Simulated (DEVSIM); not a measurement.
Structure: TaN/AlN/SiO2/p-Si capacitor, at 300 K.

```
layer (left to right)  material  thickness (nm)  Na (cm⁻³)
---------------------  --------  --------------  ---------
1                           AlN            2.00          -
2                          SiO2           0.880          -
3                            Si            2700     4.5e16
```

Metal gate on the left, work function 4.4 eV. Fixed charge at the semiconductor interface -7.7e10 cm⁻² (in units of +e); no interface traps.

Constants are typed, rounded textbook-type inputs, not results; the design itself was drawn at random and stands for no fabricated device. Values at 300 K.

```
parameter      AlN  SiO2       Si
-------------  ---  ----  -------
gap (eV)       6.1     9    1.124
affinity (eV)  1.9   0.9     4.05
permittivity   8.5   3.9     11.7
Nc (cm⁻³)        -     -  2.86e19
Nv (cm⁻³)        -     -   3.1e19
```

Simulated with DEVSIM: 1D Poisson equation in equilibrium, Boltzmann statistics, complete ionisation; no quantum confinement or tunnelling. Metal contacts follow the ideal Schottky-Mott rule: no Fermi-level pinning, no interface dipoles.

The interface trap density was swept, all else fixed.

| interface trap density (cm^-2 eV^-1) | minimum of the low-frequency capacitance (μF/cm²) | flat-band voltage (V) | threshold voltage (band bending 2φF) (V) |
|---|---|---|---|
| 0 | 0.0747 | -0.60 | 0.25 |
| 1e10 | 0.0762 | -0.60 | 0.25 |
| 1e11 | 0.0895 | -0.60 | 0.25 |
| 3e11 | 0.118 | -0.61 | 0.26 |
| 1e12 | 0.212 | -0.63 | 0.28 |
| 2e12 | (withheld) | -0.66 | (withheld) |

Task: Fill in the missing entries.

Result: 
- 2e12, minimum of the low-frequency capacitance (μF/cm²): 0.329
- 2e12, threshold voltage (band bending 2φF) (V): 0.31
